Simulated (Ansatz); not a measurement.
**Input and output of a self-consistent single point for Ca2AsI (R-3m, 4 atoms in the cell) (Ansatz, a program for electronic structure)**

Method of the run: r2SCAN, default PAW files made with PBE (plane waves; Ansatz).

Input:

Ansatz 0.2 input:
```yaml
crystal:
  lattice:
    - [2.198500, 1.269305, 7.430000]
    - [-2.198500, 1.269305, 7.430000]
    - [0.000000, -2.538609, 7.430000]
  atoms:
    - { symbol: As, position: [0.500000, 0.500000, 0.500000] }
    - { symbol: I, position: [0.000000, 0.000000, 0.000000] }
    - { symbol: Ca, position: [0.231300, 0.231300, 0.231300] }
    - { symbol: Ca, position: [0.768700, 0.768700, 0.768700] }
kpoints:
  mp_grid: { grid: [7, 7, 7] }
hamiltonian:
  xc: r2scan
  pseudopotentials: { kind: paw }
scf:
  occupations: { method: gaussian, width: 0.0147 Ry }
output:
  forces: true
  eigenvalues: true
  stress: true
```

Output (repeated stretches shortened):

```
WARN basis.ecutwfc = 500 eV, the default
WARN ansatz: RAYON_NUM_THREADS=1 ignored (pool sized by the plan → 1); use --threads N
basis.fft_grid_basis auto: the FFT boxes are laid along the combinations [[1, 0, -1], [0, 1, -1], [0, 0, 1]] of the cell's own vectors, 4.397, 4.397 and 7.852 …
Pseudopotentials: kind: paw
Pseudopotential: As, paw, valence charge 15
Pseudopotential: I, paw, valence charge 17
Pseudopotential: Ca, paw, valence charge 10
Crystal: 4 atoms, lattice volume = 124.403 Å³
Basis set: ecut = 500 eV, 3111 PW (Γ), FFT grids on a1−a3, a2−a3, a3, exchange–correlation on 144×144×240 points (64 copies of the dense FFT grid, shifted against one another)
Bands: 32, of which v1, the nominal top of the filled ones, is band 26 counted from 1 (25 counted from 0)
Symmetry: 12 space group operations
Space group: R-3m (ITA 166), of the structure as read, at distance tolerance 5.0e-5 Å
k-points: 44 of 343
PAW frozen core: As, regenerated for the run's functional
PAW frozen core: I, regenerated for the run's functional
PAW frozen core: Ca, regenerated for the run's functional
Initial density: superposition of atomic densities (neutral atoms: chi_scale 0, normalization atom), corrected by the library's trained network
Initial wavefunctions: pseudopotential atomic-orbital guess
Eigensolver: davidson
Functional: x = r2scan, c = r2scan; τ floored in thin density (d = 2e-4 eV/Å³)
SCF iter   1: F=—  HF=-16042.482822 eV  |F-HF|=—  |Δ(HF+E_count)|=         —  Δρ=5.20e-3  dr2=6.15e-2  dr2_τ=1.10e-2  ethr=1.77e-3  ⟨swp⟩=9.2  Hψ=7909  notcnv=0
all-band conjugate gradients solve this SCF's bands
preconditioner: auto → Resta (q_TF=auto, 2.359 Å⁻¹)
SCF iter   2: F=—  HF=-16042.548764 eV  |F-HF|=—  |Δ(HF+E_count)|=   6.59e-2  Δρ=2.24e-3  dr2=1.05e-2  dr2_τ=2.69e-4  ethr=1.18e-4  ⟨swp⟩=2.0  Hψ=2786  notcnv=0  defer=74
SCF iter   3: F=—  HF=-16042.546652 eV  |F-HF|=—  |Δ(HF+E_count)|=   2.11e-3  Δρ=7.68e-4  dr2=9.53e-4  dr2_τ=4.20e-5  ethr=2.01e-5  ⟨swp⟩=3.0  Hψ=2492  notcnv=0  defer=74
SCF iter   4: F=—  HF=-16042.546726 eV  |F-HF|=—  |Δ(HF+E_count)|=   7.45e-5  Δρ=3.38e-4  dr2=1.24e-4  dr2_τ=7.87e-6  ethr=1.83e-6  ⟨swp⟩=3.0  Hψ=2341  notcnv=0  defer=74
SCF iter   5: F=—  HF=-16042.546785 eV  |F-HF|=—  |Δ(HF+E_count)|=   5.83e-5  Δρ=5.48e-5  dr2=5.11e-6  dr2_τ=3.28e-7  ethr=2.38e-7  ⟨swp⟩=2.9  Hψ=2341  notcnv=0  defer=74
SCF iter   6: F=—  HF=-16042.546732 eV  |F-HF|=—  |Δ(HF+E_count)|=   5.25e-5  Δρ=1.36e-5  dr2=2.79e-7  dr2_τ=9.82e-9  ethr=9.82e-9  ⟨swp⟩=2.0  Hψ=2509  notcnv=0  defer=74
SCF iter   7: F=-16042.546732 eV  HF=-16042.546732 eV  |F-HF|=2.39e-8  |Δ(HF+E_count)|=   2.23e-8  Δρ=4.25e-6  dr2=2.85e-8  dr2_τ=4.84e-10  ethr=1.92e-10  ⟨swp⟩=12.9  Hψ=7358  notcnv=0
SCF 1 converged in 7 iterations: F = -16042.546732 eV  dr2 = 2.85e-8
SCF converged after 7 iterations
Free energy (F): -16042.546732 eV
Harris-Foulkes:  -16042.546732 eV  (|F-HF|=2.39e-8)
Internal energy: -16042.546732 eV  (E = F + TS)
E sigma→0 (E₀):  -16042.546732 eV
Fermi energy:    7.751033 eV
--- Per-component energies (eV) ---
  E_band       = -957.549288
  E_kinetic    = 848.625621
  E_local      = -5480.677806  (includes V_loc(G=0)·N_el)
  E_nonlocal   = -634.047990
  E_hartree    = 2608.871445
  E_xc         = -469.996258
  E_vxc        = -613.276881  (∫ρ·V_xc dr)
  E_paw        = -8414.868106  (= ΣΔE_a)
  E_vpaw       = -331.696513  (= ΣTr[D̂ρ^β])
  E_aug_tail   = -0.000041  (compensation charges beyond the density's cutoff)
  E_vtau       = 35.776243  (kinetic-family band-sum trace: ∫τ·v_τ [+ j·A + Jᵃ·Aᵃ] dr)
  E_ewald      = -4498.627913
  E_core_change = -1.825685  (= ΣΔE_core)
  E_smearing   = -0.000000  (= −TS)
  E_closure    = -0.000000  (closes the sum)
  Σ components = -16042.546732   (vs F -16042.546732, Δ=0.00e0)
--- Forces (eV/Å), atoms counted from 1 ---
  atom   1  As    -0.00000000     0.00000000     0.00000000
  atom   2  I      0.00000000     0.00000000     0.00000000
  atom   3  Ca    -0.00000000    -0.00000000    -0.02785991
  atom   4  Ca     0.00000000     0.00000000     0.02785991
  max |Σ_I F_I| component: 2.91e-30 eV/Å
--- Stress (GPa, compression-positive) ---
       -0.250610       0.000000      -0.000000
        0.000000      -0.250610       0.000000
       -0.000000       0.000000       0.027458
  P = ⅓ Tr σ = -0.1579 GPa (-1.579 kbar)
  The stress holds the Pulay correction. Without it, at fixed plane waves, as pw.x and ABINIT print it: P = -0.1766 GPa
--- Band table (eV; the first three rows and the last of 44) ---
  k-point 0: bands = ["-39.7470", "-39.7470", "-39.7449", "-39.7360", "-39.7360", "-35.3393", "-35.3299", "-26.9411", "-26.9411", "-26.9338", "-26.9270", "-26.9270", "-15.5704", "-15.4790", "-15.4428", "-15.4428", "-15.4286", "-15.4286", "-7.0818", [...]
  k-point 1: bands = ["-39.7470", "-39.7470", "-39.7448", "-39.7360", "-39.7359", "-35.3385", "-35.3300", "-26.9411", "-26.9410", "-26.9338", "-26.9270", "-26.9269", "-15.5655", "-15.4844", "-15.4491", "-15.4472", "-15.4351", "-15.4279", "-7.0300", [...]
  k-point 2: bands = ["-39.7471", "-39.7470", "-39.7447", "-39.7360", "-39.7358", "-35.3365", "-35.3303", "-26.9410", "-26.9407", "-26.9337", "-26.9269", "-26.9267", "-15.5536", "-15.5010", "-15.4608", "-15.4555", "-15.4483", "-15.4279", "-6.9100", [...]
  k-point 43: bands = ["-39.7470", "-39.7470", "-39.7448", "-39.7360", "-39.7359", "-35.3384", "-35.3301", "-26.9411", "-26.9410", "-26.9338", "-26.9269", "-26.9269", "-15.5589", "-15.4922", "-15.4493", "-15.4475", "-15.4340", "-15.4276", "-7.0231", [...]
```

The run converged in 7 iterations.

The starting cell comes from a database of published, mostly measured structures (it also holds non-ambient and calculated ones), without a prior relaxation at this level. Spin-orbit coupling is off. Ansatz's pressure includes its estimate of the finite-basis (Pulay) stress.
